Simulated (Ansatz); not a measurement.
A short convergence ladder for CaPbF6 (Fm-3m, 8 atoms in the cell)

```
CELL_PARAMETERS angstrom
      0.00000     4.32994     4.32994
      4.32994     0.00000     4.32994
      4.32994     4.32994     0.00000
ATOMIC_POSITIONS crystal
  Ca 0.50000 0.50000 0.50000
  Pb 0.00000 0.00000 0.00000
  F  0.76012 0.76012 0.23988
  F  0.23988 0.23988 0.76012
  F  0.23988 0.76012 0.76012
  F  0.76012 0.23988 0.23988
  F  0.76012 0.23988 0.76012
  F  0.23988 0.76012 0.23988
```

Base method: LDA (PW92), default PAW files made with PBE (plane waves; Ansatz, a program for electronic structure).

Base settings: basis.ecutwfc = 30.9 Ry; kpoints.mp_grid.grid = 5 5 5; hamiltonian.xc = lda; hamiltonian.pseudopotentials = {kind: paw} (the program's default PAW files); scf.occupations.method = fermi_dirac; scf.occupations.width = 0.0007 Ry.

Core times come from one kind of shared machine, to one figure; runs under 30 s give none.

**Zone-centre phonons against the cutoff**

In this ladder: scf.occupations.method = fixed; scf.occupations.width = default; phonons.method = dfpt; phonons.dielectric = true; phonons.rigid_motions = translations.

The mesh stays at the base's, so the ladder's end is converged at best in this setting alone.

Frequencies are those of the unrelaxed cell, without the LO-TO term of polar crystals.

Only quantities that move along the ladder and can be compared are tabulated.

ε∞ and Born charges come from denser meshes that the program picks itself.

| basis.ecutwfc | highest zone-centre frequency (cm⁻¹) | lowest optical frequency (cm⁻¹) | largest Born charge (mean of the diagonal) (e) | mean ε∞ | core time / last (rough) |
|---|---|---|---|---|---|
| 15.4 Ry | 695.5 | -26.5 | 3.514 | 2.056 | 0.3 |
| 21.7 Ry | 522.8 | 53.4 | 3.546 | 2.090 | 0.5 |
| 30.9 Ry | 538.4 | 61.5 | 3.545 | 2.095 | 0.8 |
| 37.1 Ry | 538.6 | 61.2 | 3.545 | 2.095 | 1 |

Coarsest basis.ecutwfc that holds the largest Born charge (mean of the diagonal) within 0.01 e of the last step, with all finer ones: 21.7 Ry; the step before is off by 0.031 e.

Coarsest basis.ecutwfc that holds the mean ε∞ within 0.01 of the last step, with all finer ones: 21.7 Ry; the step before is off by 0.039.

Coarsest basis.ecutwfc that holds the highest zone-centre frequency within 5 cm⁻¹ of the last step, with all finer ones: 30.9 Ry; the step before is off by 16 cm⁻¹.

On the base run: the starting cell comes from a database of computed structures (which also holds hypothetical and non-ambient phases and stackings), without a prior relaxation at this level. Its lattice was rescaled by up to half a per cent. In the base run, with a pressure of about -3 GPa the cell is away from its equilibrium volume at this level.

Keys are those of Ansatz 0.2.
